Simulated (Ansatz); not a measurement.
Start from WC (space group P-6m2, No. 187; a = 2.913 Å, c = 2.835 Å; relaxed with 0.1 eV smearing). Axes: x lies along a and z along c of the hexagonal cell.

Method: r2SCAN, PAW, 500 eV (Ansatz, an electronic-structure program; scalar-relativistic without spin-orbit coupling).

For the base:

The shortest interatomic distance comes out as 2.199 Å.

Perturbation: tensile biaxial strain of 0.50 % in the plane normal to [001], as in epitaxy on a mismatched substrate; the out-of-plane cell vector and the atoms relax.

### Question
Predict the new in-plane stress.

### Answer
The mean in-plane stress (compression positive) amounts to -4.5 GPa.

### Question
What happens to the out-of-plane strain?

### Answer
The out-of-plane strain is -0.17 %.

### Question
What does the calculation give for the shortest interatomic distance after the change?

### Answer
The shortest interatomic distance goes up by 0.005 Å (2.199 Å → 2.204 Å).

No phonon test of stability was made. All final runs are without spin polarisation.
